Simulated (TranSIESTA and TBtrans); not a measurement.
Junction: benzophenone-4,4'-diyl held by thiolate S between two Cu chains. Leads: straight Cu chain, spacing 2.3 Å. Geometry: 26 atoms about the centre moved by SIESTA (PBE, SZP) to a largest force of 0.07 eV/Å, all others as built. Transport runs along z; the first 6 and the last 6 of the 42 atoms are the lead cells, repeated to infinity.

```xyz
42
Lattice="13.881 0.000 0.000 0.000 13.881 0.000 0.000 0.000 51.758" Properties=species:S:1:pos:R:3 pbc="F F T"
Cu     6.940     6.940     0.000
Cu     6.940     6.940     2.300
Cu     6.940     6.940     4.600
Cu     6.940     6.940     6.900
Cu     6.940     6.940     9.200
Cu     6.940     6.940    11.500
Cu     6.940     6.940    13.800
Cu     6.940     6.940    16.100
Cu     6.913     6.862    18.341
S      5.113     6.900    19.392
C      5.929     6.475    20.965
C      6.339     7.507    21.909
C      6.946     7.175    23.163
C      7.203     5.799    23.500
C      6.792     4.759    22.590
C      6.129     5.086    21.367
C      8.019     5.405    24.729
O      8.756     4.369    24.725
C      7.924     6.303    25.961
C      9.042     6.335    26.870
C      8.961     7.071    28.092
C      7.724     7.736    28.492
S      7.607     8.657    30.060
C      6.614     7.702    27.549
C      6.719     7.015    26.297
H      6.165     8.615    21.615
H      7.294     7.988    23.909
H      7.046     3.675    22.919
H      5.742     4.257    20.654
H      9.976     5.726    26.542
H      9.873     7.152    28.804
H      5.631     8.245    27.840
H      5.837     6.964    25.549
Cu     7.009     6.961    31.117
Cu     6.940     6.940    33.358
Cu     6.940     6.940    35.658
Cu     6.940     6.940    37.958
Cu     6.940     6.940    40.258
Cu     6.940     6.940    42.558
Cu     6.940     6.940    44.858
Cu     6.940     6.940    47.158
Cu     6.940     6.940    49.458
```

Run with TranSIESTA and TBtrans (open boundaries, self-consistent; PseudoDojo norm-conserving potentials, scalar-relativistic): PAO.BasisSize DZP, PAO.EnergyShift 0.15 eV, XC.Authors PBE, Mesh.Cutoff 150 Ry, ElectronicTemperature 300 K, TS.Voltage 0.0 eV, TBT.Elecs.Eta 0.001 eV, no spin polarisation.

Energies count from the leads' Fermi level. Transmissions are for one spin of a degenerate pair. The energy step is 0.02 eV; narrower resonances are cut or missed.

| E (eV) | T |
|---|---|
| -0.20 | 0.0160 |
| -0.16 | 0.0160 |
| -0.12 | 0.0170 |
| -0.08 | 0.0179 |
| -0.04 | 0.0162 |
| 0.00 | 0.0175 |
| 0.04 | 0.0163 |
| 0.08 | 0.0154 |
| 0.12 | 0.0146 |
| 0.16 | 0.0139 |
| 0.20 | 0.0133 |

Give the zero-bias conductance in μS and the resistance at 300 K.

At the Fermi level T = 0.0175. Averaged with −∂f/∂E over the full grid (kT = 25.9 meV) it is 0.0168. With G0 = 2e²/h = 77.48 μS, G = 1.30 μS and R = 1/G = 769 kΩ.

The eigenchannels at the Fermi level transmit 0.0175. What Fano factor of the shot noise follows at low temperature and bias?

F = Σ τ(1 − τ)/Σ τ = 0.0172/0.0175 = 0.98.

The leads' channel count changes near -0.01 eV, within the thermal window, so values at the Fermi level hang on where that band edge falls. The leads are straight chains one atom wide, held at their spacing: model electrodes, not surfaces. Semilocal functionals put molecular levels too close to the Fermi level and tend to overestimate such conductances.
